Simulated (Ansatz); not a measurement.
Take HfO$_{2}$ (space group P4_2/nmc, No. 137; a = 3.5671 Å, c = 5.1660 Å) as the base. Axes: x, y, z lie along a, b, c of the conventional cell.

Level of theory: PBEsol (Ansatz, a program for electronic structure), scalar-relativistic without spin-orbit coupling.

For the base:

```
Quantity                         Value
-----------------------------  -------
Shortest interatomic distance  2.061 Å
```

It is then changed as follows: compressive biaxial strain of 1.23 % in the plane normal to [001], as in epitaxy on a mismatched substrate; the out-of-plane cell vector and the atoms relax.

### Question
Predict the new shortest interatomic distance and out-of-plane strain.

### Answer
The shortest interatomic distance decreases by 0.0127 Å (2.061 Å → 2.049 Å); the out-of-plane strain amounts to +0.60 %.

No phonon test of stability was made. This is not the structure that HfO2 has at room temperature and ambient pressure.
